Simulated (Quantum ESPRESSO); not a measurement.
**Habitual settings against a tight run: Fe₃Ge (Fm-3m, 4 atoms in the cell)**

Self-consistent single point.

```xyz
4
Lattice="0.0000 2.8810 2.8810 2.8810 0.0000 2.8810 2.8810 2.8810 0.0000" Properties=species:S:1:pos:R:3 pbc="T T T"
Fe     2.8810     2.8810     2.8810
Fe     1.4405     1.4405     1.4405
Fe     4.3216     4.3216     4.3216
Ge     0.0000     0.0000     0.0000
```
Moments meant for the start (each program seeds them in its own way; μB, in the order of the atoms Fe Fe Fe Ge): 4.0 4.0 4.0 0.0.

Computed with PBEsol, PSlibrary PAW (PBE) pseudopotentials (plane waves; Quantum ESPRESSO 7.5).

Base settings: ecutwfc = 55 Ry; ecutrho = 330 Ry; occupations = smearing; smearing = fd; degauss = 0.0099958 Ry; nspin = 2; input_dft = pbesol; potentials = {Fe: Fe.pbe-n-kjpaw_psl.1.0.0.UPF, Ge: Ge.pbe-n-kjpaw_psl.1.0.0.UPF}; K_POINTS = automatic 8 8 8 0 0 0; conv_thr = 1e-10 Ry; mixing_beta = 0.4.

Tight run (finer mesh or higher cutoff; not a proven limit): ecutwfc: 55 Ry → 77 Ry; ecutrho: 330 Ry → 462 Ry; conv_thr: 1e-10 Ry → 7.3e-11 Ry; K_POINTS: automatic 8 8 8 0 0 0 → automatic 11 11 11 0 0 0. It gave Fermi level (on the code's own zero) 12.87 eV; pressure -11.49 GPa; size of the cell's spin moment 5.37 μB; site moments (μB, in the program's spheres or projections) Fe 2.57, Fe 1.47, Fe 1.47, Ge -0.05.

Quick runs, as changes from the base:
- A: the base itself
- B: ecutwfc: 55 Ry → 33 Ry; ecutrho: 330 Ry → 198 Ry; degauss: 0.0099958 Ry → 0.0147 Ry; input_dft: pbesol → default; pseudopotentials: {Fe: Fe.pbe-n-kjpaw_psl.1.0.0.UPF, Ge: Ge.pbe-n-kjpaw_psl.1.0.0.UPF} → {Fe: Fe.pz-n-kjpaw_psl.1.0.0.UPF, Ge: Ge.pz-n-kjpaw_psl.1.0.0.UPF}; K_POINTS: automatic 8 8 8 0 0 0 → automatic 6 6 6 0 0 0 [LDA (PZ)]
- C: ecutwfc: 55 Ry → 33 Ry; ecutrho: 330 Ry → 198 Ry; conv_thr: 1e-10 Ry → 7.3e-06 Ry; K_POINTS: automatic 8 8 8 0 0 0 → automatic 3 3 3 0 0 0
- D: ecutwfc: 55 Ry → 44 Ry; ecutrho: 330 Ry → 264 Ry; input_dft: pbesol → default; conv_thr: 1e-10 Ry → 7.3e-06 Ry; pseudopotentials: {Fe: Fe.pbe-n-kjpaw_psl.1.0.0.UPF, Ge: Ge.pbe-n-kjpaw_psl.1.0.0.UPF} → {Fe: Fe.pz-n-kjpaw_psl.1.0.0.UPF, Ge: Ge.pz-n-kjpaw_psl.1.0.0.UPF}; K_POINTS: automatic 8 8 8 0 0 0 → automatic 6 6 6 0 0 0 [LDA (PZ)]

Energies are extrapolated to zero smearing width, which holds to low order in the width alone (under cold and Methfessel-Paxton smearing the free energy itself is taken).

Dashes: energy of B, D, another energy zero; pressure of C, D, not trusted under this conv_thr with d or f elements; time of C, under 30 s.

† marks runs with another functional, U, potentials or spin treatment: their distance from the tight run is not a convergence error alone.

The count of work is k-points × plane waves × bands × iterations; it is no time. Core times come from one kind of shared machine and are given to one figure; runs under 30 s give none.

The starting cell comes from a database of computed structures (which also holds hypothetical and non-ambient phases and stackings), without a prior relaxation at this level. Its lattice was rescaled by a random factor within 2.5 % of one. The magnetic order is the one reached from the typed start; others were not searched systematically. In the base run, with a pressure of about -12 GPa the cell is away from its equilibrium volume at this level.

```tsv
run	energy less tight (meV/atom)	pressure less tight (GPa)	size of the net moment less tight (μB/atom)	count of work / tight	core time / tight (rough)
A	3.7	-0.04	0.00	0.27	0.3
B†	–	-9.27	-0.18	0.071	0.08
C	65.5	–	-0.11	0.0088	–
D†	–	–	-0.10	0.075	0.08
```

Among the runs at the tight run's level, the energy misses run from 3.7 to 65.5 meV/atom.

Left out of this page: 2 runs of the series outside the window shown, repeating another row's setting, or not comparable.
